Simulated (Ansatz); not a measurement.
**How far PBE and PBEsol part for hypothetical anatase PbF2, isotropic strain −0.88 %**

Start from PbF2 in the anatase structure (space group I4_1/amd, No. 141; a = 4.7216 Å, c = 13.0535 Å; a hypothetical phase, not in the database extracts checked).

(Cell as relaxed with PBE.)

Levels (all Ansatz, an electronic-structure program, PAW): PBE (420 eV, no spin-orbit coupling); PBEsol (420 eV, spin-orbit coupling left out).

Each level relaxes its own structure.

```
base                      PBE    PBEsol
-------------------  --------  --------
volume per atom      24.25 Å³  23.17 Å³
lattice parameter a   4.722 Å   4.651 Å
```

It is then changed as follows: every lattice vector is shortened by 0.88 %, atoms relaxed at fixed cell.

| quantity | PBE | PBEsol |
|---|---|---|
| pressure (mean of the normal stresses, compression positive) | 1.27 GPa | 1.42 GPa |
| energy relative to the base (free energy F) | +2.5 meV/atom | +2.6 meV/atom |

PBE's pressure lies 0.15 GPa below PBEsol's. Neither level is exact; PBEsol is the comparison here, not a measurement.

No phonon test of stability was made.
